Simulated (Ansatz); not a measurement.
# AlN (P6_3mc): band-edge transport data

Consider the following.

```
AlN
1.0
    3.12976     0.00000     0.00000
   -1.56488     2.71045     0.00000
    0.00000     0.00000     5.01741
Al N
2 2
Direct
  0.66667   0.33333   0.49924
  0.33333   0.66667   0.99924
  0.66667   0.33333   0.88076
  0.33333   0.66667   0.38076
```

The numbers are results of PBE with spin-orbit coupling, rigid bands (plane waves, PAW; Ansatz, a first-principles code), not measurements. Condition of this run: functional PBE, cell relaxed with it. Geometry: cell and atoms relaxed with PBE.

| Item | Value |
|---|---|
| band gap | 4.04 eV |
| electron conductivity mass (300 K, dilute) | 0.31 (x), 0.31 (y), 0.29 (z) mₑ |
| hole conductivity mass (300 K, dilute) | 3.7 (x), 3.7 (y), 0.43 (z) mₑ |
| effective density of states N_c (300 K) | 4.1e18 cm⁻³ |
| effective density of states N_v (300 K) | 6.3e19 cm⁻³ |
| density-of-states mass, electrons | 0.30 mₑ |
| density-of-states mass, holes | 1.86 mₑ |
| Seebeck coefficient, n-type 1e19 cm⁻³, 300 K | -155 μV/K |
| Seebeck coefficient, p-type 1e19 cm⁻³, 300 K | 377 μV/K |
| best p-type power factor at 300 K for τ = 10 fs (best axis; densities from 1e16 to 1e21 cm⁻³ tried, whether or not they can be reached) | 15.6 μW/(cm·K²) at 1e20 cm⁻³ |

Rigid bands; masses and Seebeck coefficients take one relaxation time τ for all states and one kind of carrier; polarons and phonon drag are left out.
